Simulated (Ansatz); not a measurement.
Start from Be in the bcc (W type) structure (space group Im-3m, No. 229; a = 2.4927 Å; a cell from a computed database, its experimental status unchecked). Axes: x, y, z lie along the cube axes.

All numbers come from PBEsol (Ansatz, a program for electronic structure), spin-orbit coupling left out.

Free-standing slabs (1 atom(s) a layer) normal to [110] with 15 Å of vacuum; in-plane cell held at bulk.

One change was made to it. Results:

The excess energy per area of both faces (slab less bulk energy over the cell's area: twice a surface energy) amounts to 3.1 J/m² (uncertain by up to 0.07 J/m²); the shortest interatomic distance decreases by 0.019 Å (2.159 Å → 2.140 Å); the band gap is still zero.

Which change produced these results?
A) 6 layers
B) 2 layers
C) 3 layers

B, 2 layers. For comparison, the shortest interatomic distance in the other runs: 3 layers gives 2.159 Å; 6 layers gives 2.159 Å.

The excess energy carries the mismatch between the slab's and the bulk's meshes. Whether these cells are dynamically stable was not tested. This is not the structure that Be has at room temperature and ambient pressure.
